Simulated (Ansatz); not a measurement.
## HfO2, response to strain

Start from HfO2 (space group P2_1/c, No. 14).

```
CELL_PARAMETERS angstrom
      5.16120     0.00000     0.00000
      0.00000     5.21182     0.00000
     -0.89809     0.00000     5.27640
ATOMIC_POSITIONS crystal
  Hf 0.27574 0.04289 0.20837
  Hf 0.72426 0.54289 0.29163
  Hf 0.72426 0.95711 0.79163
  Hf 0.27574 0.45711 0.70837
  O  0.06715 0.32865 0.34844
  O  0.93285 0.82865 0.15156
  O  0.93285 0.67135 0.65156
  O  0.06715 0.17135 0.84844
  O  0.44917 0.75721 0.47664
  O  0.55083 0.25721 0.02336
  O  0.55083 0.24279 0.52336
  O  0.44917 0.74279 0.97664
```

Cartesian axes are those of the cell as printed.

Strains are applied to the cell and any free atomic positions relax; under biaxial strain the out-of-plane vector relaxes too; under stress the whole cell relaxes.

The values are results of DFT with PBE, PAW potentials and a 420 eV plane-wave cutoff in Ansatz (a program for electronic structure), no spin-orbit coupling, not measurements.

Notes on the quantities. energy relative to the base: free energy F.

| change | energy relative to the base | band gap | gap character | width of the top valence band |
|---|---|---|---|---|
| base | 0 meV/atom | 4.04 eV | indirect, Γ → Y₂ | 0.73 eV |
| biaxial strain −0.47 %, plane normal [001], relaxed out of plane | +0.7 meV/atom | 4.07 eV | indirect, Γ → Y₂ | 0.72 eV |
| isotropic strain −2.89 % | +58 meV/atom | 4.27 eV | indirect, Γ–A (29 % along) → Y₂ | 0.67 eV |
| isotropic strain −0.52 % | +1.9 meV/atom | 4.04 eV | indirect, Γ → Y₂ | 0.74 eV |
| isotropic strain +0.84 % | +4.6 meV/atom | 4.05 eV | indirect, Γ → Y₂ | 0.72 eV |
| uniaxial strain ε_yy = +2.53 % | +8.6 meV/atom | 4.02 eV | indirect, Γ → Y₂ | 0.69 eV |
| uniaxial stress, 5 GPa tension along z | +4.2 meV/atom | 4.15 eV | indirect, Γ → Y₂ | 0.68 eV |

With Hf present, leaving out spin-orbit coupling can change the band edges. Beyond what the load breaks, stability against distortions was not tested.
